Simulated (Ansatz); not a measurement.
Defect: O-vacancy pair (O on one host C site, one C site vacant) in 4H silicon carbide, charge state +2. The step: one C atom jumps into the vacancy from a nearby C site (O-vacancy distance between ideal sites 3.09 → 5.36 Å); the atom moves 3.07 Å along (0.01, -0.99, 0.00) of the unit cell; the moving atom starts with neighbours Si at 1.88, Si at 1.89, Si at 1.93, Si at 1.96 Å and ends with Si at 1.87, 2 Si at 1.89, Si at 1.92 Å. DFT values are from Ansatz (plane-wave PAW, 420 eV unless said) in a cell of 72 host sites, spin-restricted, static, with no finite-size correction. The charge state is imposed; whether it is stable for some Fermi level was not computed. Forms of the defect that were not tried may lie lower. The start lies 0.37 eV above the lowest site run (PBE). On the k-point mesh the defect's levels are only partly filled at one site or more. The order of the sites in energy changes with the mesh. For the PBE band: the saddle point's order was not checked.

| Level | Forward barrier (eV) | Cost of the band or of the saddle's single point |
|---|---|---|
| CHGNet universal potential (has no charge state), its own band | 2.84 | - |
| PBE, the Γ point alone, band relaxed | 3.71 | around 9 core-minutes (rough) |
| PBE, a 2×2×2 k-point mesh shifted by half a step along c, same geometries | 4.00 | very roughly 60 core-seconds |
| r2SCAN at 500 eV, the Γ point alone, same geometries | [?] | roughly 40 core-seconds |

### Question
Some entries are withheld; supply them.

### Answer

- r2SCAN at 500 eV, the Γ point alone, same geometries, Forward barrier (eV): 4.17

Ansatz is an electronic-structure program.
